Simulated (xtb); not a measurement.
xtb 6.7.1, GFN1-xTB: F[SiH2]O[SiH2][O][GeH3], 13 atoms. The geometry is a generated start, not checked to be a minimum at this level.

```json
{
  "run_flags": "--grad",
  "method": "GFN1-xTB",
  "--acc": "1 (default)",
  "--etemp (K)": "300 (default)",
  "basis_functions": "56",
  "valence_electrons": "38"
}
```

```xyz
13

Si     2.9251    -0.1719    -0.0836
F      3.4396     1.1162    -0.8939
O      1.3244    -0.0966    -0.0218
Si    -0.0526     0.6949     0.2949
O     -1.2218    -0.3303    -0.1464
Ge    -2.9294    -0.6106    -0.1736
H      3.4952    -0.0310     1.2432
H      3.2623    -1.3376    -0.8740
H     -0.1123     1.8934    -0.5328
H     -0.1046     0.9294     1.7351
H     -3.1936    -1.6611     0.8619
H     -3.6163     0.6841     0.1557
H     -3.2161    -1.0788    -1.5649
```

One run each on 1 thread. Values of broydamp tried: 0.02, 0.05, 0.1, 0.2, 0.4 (default), 0.6, 0.8, 1.

Question: Which value of broydamp needs the fewest SCC iterations, and what happens away from it?

Answer: Fewest SCC iterations, within one of each other: 0.2 with 14, 0.4 (default) with 13. The count rises to 26 at 0.02. All converge to one solution.

| broydamp | SCC iterations | end |
|---|---|---|
| 0.02 | 26 | same solution |
| 0.05 | 23 | same solution |
| 0.1 | 19 | same solution |
| 0.2 | 14 | same solution |
| 0.4 (default) | 13 | same solution |
| 0.6 | 15 | same solution |
| 0.8 | 17 | same solution |
| 1 | 20 | same solution |
